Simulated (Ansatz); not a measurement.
Base system: Eu in the bcc (W type) structure (space group Im-3m, No. 229; ferromagnetic).

```
CELL_PARAMETERS angstrom
     -2.11648     2.11648     2.11648
      2.11648    -2.11648     2.11648
      2.11648     2.11648    -2.11648
ATOMIC_POSITIONS crystal
  Eu 0.00000 0.00000 0.00000
```

The values are results of Ansatz (an electronic-structure program) PBEsol, no spin-orbit coupling, earlier PAW set, not measurements.

Before the change:

| Item | Value |
|---|---|
| Lattice parameter a | 4.233 Å |
| Band gap | zero |

One thing is altered: Ba takes the place of Eu on all its sites, then cell and atoms are relaxed.

Task: What does the calculation give for the lattice parameter a and band gap after the change?

Result: The lattice parameter a goes up by 0.649 Å to 4.882 Å; the band gap stays zero.

Other magnetic orders, which the real material may have, were not ruled out. The state of the 4f shell was not checked for lower solutions. Stability against distortions was not tested.
